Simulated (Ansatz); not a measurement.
The starting structures come from a database of crystals and need not be the phases stable at ambient conditions.

Given:

```xyz
18
Lattice="7.4446 0.0000 0.0000 1.2869 7.3326 0.0000 3.0788 -3.6663 4.7876" Properties=species:S:1:pos:R:3 pbc="T T T"
Sr     2.8264     5.4994     0.8021
Sr     8.9841    -1.8331     3.9855
Sr     6.9288     0.6142     2.3938
Sr     4.8816     3.0520     2.3938
Sr     6.5487     5.4994     0.0000
Sr     5.2617    -1.8331     4.7876
Ga     3.7223     0.0000     2.3938
Ga     8.0881     3.6663     2.3938
O      4.6432     0.7734     0.9764
O      7.1672     2.8929     3.8112
O      2.4759     3.3542     2.3938
O      9.3345     0.3121     2.3938
O      4.6432     0.7734     3.8112
O      7.1672     2.8929     0.9764
O      6.8106    -1.8075     2.3938
O      4.9999     5.4738     2.3938
F      4.3658     3.6663     0.0000
F      0.0000     0.0000     0.0000
```

Space group of this cell: I4/mcm. The cell is taken as given; by PBEsol its mean pressure is -1.9 GPa.

Transport runs along the normal of the first two printed cell vectors, the (110) plane of the conventional cell.

The gap is the functional's own. No spin-orbit coupling. Mid-gap values are interpolated on the energy grid.

Question: State the band gap and the smallest decay constant κ at mid-gap according to PBEsol in Ansatz (a quantum-chemistry and plane-wave program).

Answer: Gap 3.78 eV on a 6×6×6 mesh; κ = 0.321 1/Å, at the zone centre.
